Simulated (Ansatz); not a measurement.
The starting structures come from a database of crystals and need not be the phases stable at ambient conditions.

Inside the gap of an insulator the Bloch states are evanescent, with a wavenumber k + iκ along the transport direction.

Consider the following.

```
FeSSb
1.0
    5.99506     0.00000     0.00000
   -2.27380     5.56650     0.00000
    0.00000     0.00000     5.90215
Fe Sb S
4 4 4
Cartesian
  2.59205   3.88981   0.10075
  1.12921   1.67668   5.80140
  4.12674   1.67668   3.05182
 -0.40548   3.88981   2.85033
  1.84102   4.74522   3.73039
  1.88024   0.82128   2.17176
  4.87777   0.82128   0.77932
 -1.15651   4.74522   5.12283
  0.20937   1.99464   3.76156
  3.51190   3.57185   2.14059
  0.51437   3.57185   0.81048
  3.20690   1.99464   5.09167
```

The cell is taken as given.

Transport runs along the normal of the first two printed cell vectors.

The gap is the functional's own. No spin-orbit coupling. Mid-gap values are those at the computed energy nearest the middle.

**Question.** Estimate the band gap and the smallest decay constant κ at mid-gap that r2SCAN (Ansatz, a quantum-chemistry and plane-wave program) returns for this system.

**Answer.** Gap 0.84 eV on a 6×6×6 mesh; κ = 0.205 1/Å, at (0.500, 0.500) of the in-plane reciprocal vectors. At the zone centre the slowest state has κ = 0.23 1/Å.
